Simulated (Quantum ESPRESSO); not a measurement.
Quantum ESPRESSO 7.5, DFT, PBE, plane waves, SSSP 1.1.2 efficiency PBE: bcc Li, atoms displaced (Li10), 10 atoms. Basis and mesh were picked for this test and aren't claimed converged.

```json
{
 "cell": "3.51, 3.51, 17.55 Å; 90, 90, 90°",
 "distance_to_the_nearest_atom": "2.87 to 2.99 Å",
 "task": "scf",
 "k mesh": "5×5×1",
 "ecutwfc": "45 Ry",
 "ecutrho": "360 Ry",
 "occupations": "smearing",
 "smearing": "mv",
 "degauss": "0.02 Ry",
 "conv_thr": "1e-08 Ry",
 "tprnfor": "true",
 "tstress": "false",
 "k-point pools (-nk)": "8",
 "mixing_mode": "plain (default)",
 "mixing_beta": "0.7 (default)",
 "mixing_ndim": "8 (default)",
 "k-points computed": "13",
 "bands": "19",
 "electrons": "30",
 "G-vectors of the density": "168289",
 "FFT grid": "45×45×216"
}
```

One run each.

All on 8 ranks. Base settings, kept where nothing else is said: diago_david_ndim = 2 (default), diagonalization = david (default), diago_rmm_ndim = 4 (default), diago_rmm_conv = false (default), diago_full_acc = false (default), diago_cg_maxiter = 20 (default) (diago_thr_init not set). The settings tried:
- diago_david_ndim = 4
- diagonalization = rmm-davidson, diago_rmm_conv = true
- diagonalization = rmm-paro
- the base settings
- diago_thr_init = 1e-05
- diagonalization = rmm-davidson, diago_rmm_ndim = 2
- diago_david_ndim = 3
- diagonalization = cg
- diago_full_acc = true
- diagonalization = cg, diago_cg_maxiter = 5
- diagonalization = paro
- diagonalization = rmm-davidson
- diagonalization = rmm-davidson, diago_rmm_ndim = 6

### Question
Predict which of these converge in the fewest SCF iterations.

### Answer
Fewest SCF iterations, with those close behind: diagonalization = paro (11); diago_david_ndim = 4 (13); diago_david_ndim = 3 (14); diago_full_acc = true (14). Most among those that reach the base run's result: diagonalization = rmm-davidson, diago_rmm_ndim = 2 (27); diagonalization = rmm-davidson, diago_rmm_conv = true (24). All converged.

| setting | SCF iterations | end |
|---|---|---|
| diagonalization = paro | 11 | converged |
| diago_david_ndim = 4 | 13 | converged |
| diago_david_ndim = 3 | 14 | converged |
| diago_full_acc = true | 14 | converged |
| the base settings | 16 | converged |
| diago_thr_init = 1e-05 | 16 | converged |
| diagonalization = rmm-davidson, diago_rmm_ndim = 6 | 17 | converged |
| diagonalization = cg, diago_cg_maxiter = 5 | 17 | converged |
| diagonalization = rmm-davidson | 19 | converged |
| diagonalization = cg | 20 | converged |
| diagonalization = rmm-paro | 23 | converged |
| diagonalization = rmm-davidson, diago_rmm_conv = true | 24 | converged |
| diagonalization = rmm-davidson, diago_rmm_ndim = 2 | 27 | converged |

An iteration's cost differs between solvers, so these counts don't give the time.
